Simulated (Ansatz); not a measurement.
The starting structures come from a database of crystals and need not be the phases stable at ambient conditions.

**Evanescent states of BN (R3m, 2 atoms a cell, 9.0 Å³ an atom) along the normal of (100)**

All values below come from r2SCAN (plane waves, PAW; Ansatz, a first-principles code).

The gap is the functional's own. No spin-orbit coupling. Mid-gap values are those at the computed energy nearest the middle.

Energies count from the valence-band top; κ is the least over a 12×4 mesh across the current.

| E (eV) | κ (1/Å) | where |
|---|---|---|
| 0.11 | 0.140 | off Γ |
| 0.33 | 0.215 | off Γ |
| 0.55 | 0.263 | off Γ |
| 0.77 | 0.294 | off Γ |
| 0.99 | 0.309 | off Γ |
| 1.21 | … | Γ |
| 1.43 | … | Γ |
| 1.65 | … | Γ |
| 1.87 | … | Γ |
| 2.09 | … | Γ |
| 2.31 | … | Γ |
| 2.53 | … | Γ |
| 2.75 | … | Γ |
| 2.97 | … | Γ |
| 3.19 | … | Γ |
| 3.41 | … | Γ |
| 3.63 | 0.232 | Γ |
| 3.85 | 0.210 | Γ |
| 4.07 | 0.184 | Γ |
| 4.29 | 0.149 | Γ |
| 4.51 | 0.099 | Γ |

Problem. Complete the blanks.

Solution. 
- 1.21, κ (1/Å): 0.316
- 1.43, κ (1/Å): 0.317
- 1.65, κ (1/Å): 0.317
- 1.87, κ (1/Å): 0.315
- 2.09, κ (1/Å): 0.311
- 2.31, κ (1/Å): 0.306
- 2.53, κ (1/Å): 0.299
- 2.75, κ (1/Å): 0.290
- 2.97, κ (1/Å): 0.279
- 3.19, κ (1/Å): 0.266
- 3.41, κ (1/Å): 0.251
